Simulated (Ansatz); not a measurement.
Structures of equal composition on the (111) surface of fcc Pd: a layer of Co in place of the second plane; a layer of Co in place of the third plane. The slabs share one bottom face, and each structure is named by its start. These are constructed structures in small cells; real faces may alloy, dewet or reconstruct in larger ones, and not all known structures of the face are among them. Slabs of about 11 Å with all that they carry, Fermi-Dirac smearing of 0.1 eV. Bottom of the slabs: a bare face, its two planes held. Relaxed from the named starts with such symmetry as they have, on meshes of like density; energies extrapolated to zero smearing; no spin-orbit coupling, no U. Spin-polarised runs, if any, are marked in brackets, and their order is one that fits the cell; the others ran without spin.

The numbers are results of PBE (plane waves to 420 eV, PAW; Ansatz, a quantum-chemistry and plane-wave program), not measurements.

### Question
Rank these by energy per 1x1 cell (lowest first), as PBE gives it.

### Answer
a layer of Co in place of the second plane (0.000 eV [spin, 3.0 μB a cell]), a layer of Co in place of the third plane (0.053 eV [spin, 3.1 μB a cell])
